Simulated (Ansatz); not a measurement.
**BaZrO3: energy against strain**

BaZrO3 (cubic perovskite, Pm-3m, 14.614 Å³/atom at rest) under an equal strain ε in the (001) plane with the normal axis free, as in a coherent film. PBEsol in Ansatz, a plane-wave DFT program (PAW, default set), 420 eV, 8×8×8 Γ-centred mesh, Fermi-Dirac smearing 0.05 eV; ions are relaxed within the symmetry of each cell.

Here s stands for strain and y for E less E0.

| strain (%) | E less E0 (meV/atom) |
|---|---|
| -1.20 | 4.95 |
| -0.60 | 1.17 |
| 0.00 | 0.00 |
| 0.60 | 1.14 |
| 1.20 | 4.55 |
| 3.00 | ? |

The 5 complete rows are fitted with a parabola, y against s. Least squares gives y = -0.022 - 0.1383·s + 3.3115·s². Residuals (row less fit): 0.037, -0.083, 0.022, 0.053, -0.031; standard error 0.079 (degrees of freedom: 2). Twice the quadratic coefficient over the volume, 2 × 3.3115 meV × 10⁴ × 0.1602 / 14.614 Å³, is twice the biaxial elastic modulus of this plane = 726 ± 13 GPa.

Problem. What does the fit predict for y at s = 3.00, and how far is the calculated value from it?

Solution. y = -0.022 - 0.1383 × 3.0 + 3.3115 × 3.0² = 29.367 meV/atom. The calculation gives 27.07 meV/atom, 2.297 meV/atom below the prediction (8.5 % of the range of y in the table). The row lies outside the fitted rows, so this is an extrapolation. From the scatter of the fitted rows alone, a prediction at this place has a standard error of 0.510 meV/atom, so the miss is 4.5 times that.

One order more, fitted to all 11 runs of the series, follows each within 0.06, so the miss is the next term of a smooth law. The primitive cell can neither tilt nor turn polar against its symmetry, as such crystals can under strain. Rows are the converged runs of the series near zero and its far end; series whose fitted rows scatter by over a few per cent of the range, as at a crossing or softening among them, aren't shown in this form. Most that stay on the fit to the last digits aren't either.
